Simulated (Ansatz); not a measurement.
**KCrO₂ (space group P6_3/mmc, No. 194; ferromagnetic; a cell from a computed database, its experimental status unchecked)**

```
KCrO2
1.0
    3.04995     0.00000     0.00000
   -1.52498     2.64133     0.00000
    0.00000     0.00000    11.69955
K Cr O
2 2 4
Cartesian
  0.00000   1.76089   2.92489
  1.52498   0.88044   8.77466
  0.00000   0.00000   5.84977
  0.00000   0.00000   0.00000
  0.00000   1.76089  10.70754
  1.52498   0.88044   0.99200
  1.52498   0.88044   4.85777
  0.00000   1.76089   6.84178
```

Calculations: Ansatz (an electronic-structure program) PBEsol, spin-orbit coupling left out, earlier PAW set. Γ-centred 12×12×3 mesh, Fermi–Dirac width 0.05 eV.

```yaml
volume_per_atom: 11.78 Å³
density: 4.34 g/cm³
band_gap: 1.04 eV, indirect, Γ–M (30 % along) → M
magnetic_state: ferromagnetic
total_energy: -1497.257 eV/atom (σ→0; compares only within this code and set-up)
```

No phonon test of stability was made. No Hubbard U is applied and the magnetic state is the run's own (KCrO2 ferromagnetic); small cells can't hold the antiferromagnetic order that many such compounds have, so gaps and moments can be off. Where the two band edges lie in opposite spin channels, the gap is a spin-flip gap.
